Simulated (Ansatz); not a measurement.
SiC (model structure, from the PtS type, P4₂/mmc, No. 131) was calculated with PBE (PAW; Ansatz, a first-principles code).

Input:

Ansatz 0.2 input:
```yaml
crystal:
  lattice:
    - [2.9744586072, 0.0, 0.0]
    - [0.0, 2.9744586072, 0.0]
    - [0.0, 0.0, 4.9388299049]
  atoms:
    - { symbol: Si, position: [0.0, 0.5, 0.0] }
    - { symbol: Si, position: [0.5, 0.0, 0.5] }
    - { symbol: C, position: [0.0, 0.0, 0.25] }
    - { symbol: C, position: [0.0, 0.0, 0.75] }
basis:
  ecutwfc: 520
  ecutrho_ratio: 4
  xc_grid: 2
kpoints:
  mp_grid: { grid: [18, 18, 12] }
hamiltonian:
  xc: pbe
  dispersion: none
  pseudopotentials: { kind: paw }
scf:
  occupations: { method: fermi_dirac, width: 0.05 }
  convergence: { dr2_threshold: 0.0000000004 }
output:
  forces: true
  stress: true
  eigenvalues: true
```

Output (set-up and result lines):

```
Crystal: 4 atoms, lattice volume = 43.696 Å³
Basis set: ecut = 520 eV, 1179 PW (Γ), exchange–correlation on 48×48×80 points (8 copies of the dense FFT grid, shifted against one another)
Bands: 12, of which v1, the nominal top of the filled ones, is band 8 counted from 1 (7 counted from 0)
Symmetry: 16 space group operations
Space group: P42/mmc (ITA 131), of the structure as read, at distance tolerance 3.5e-5 Å
k-points: 385 of 3888
Functional: x = pbe(κ = 0.804, μ = 0.2195149727645171), c = pbe(β = 0.06672455060314922)
SCF iter   1: F=—  HF=-1769.805920 eV  |F-HF|=—  |Δ(HF+E_count)|=         —  Δρ=7.45e-3  dr2=1.54e-2
SCF iter   2: F=—  HF=-1769.805338 eV  |F-HF|=—  |Δ(HF+E_count)|=   5.82e-4  Δρ=4.33e-3  dr2=6.09e-3
  ...
SCF iter   6: F=—  HF=-1769.804981 eV  |F-HF|=—  |Δ(HF+E_count)|=   1.17e-7  Δρ=8.63e-6  dr2=4.28e-8
SCF iter   7: F=-1769.804981 eV  HF=-1769.804981 eV  |F-HF|=2.59e-11  |Δ(HF+E_count)|=  8.60e-10  Δρ=6.77e-7  dr2=2.05e-10
SCF 1 converged in 7 iterations: F = -1769.804981 eV  dr2 = 2.05e-10
SCF converged after 7 iterations
Free energy (F): -1769.804981 eV
Internal energy: -1769.790947 eV  (E = F + TS)
E sigma→0 (E₀):  -1769.797964 eV
Fermi energy:    9.482748 eV
--- Stress (GPa, compression-positive) ---
        3.280516       0.000000       0.000000
        0.000000       3.280516       0.000000
        0.000000       0.000000       3.530466
  P = ⅓ Tr σ = 3.3638 GPa (33.638 kbar)
```

Note: the cell keeps the symmetry of its start, so it can be a saddle point. Note: cell and atoms aren't relaxed at this level (pressure 3.4 GPa).

Computing time: roughly 13 core-seconds.

A model structure was made by putting elements into a prototype or built by hand; it is no filed structure, need not be a known phase, and can be a saddle point held by its symmetry.
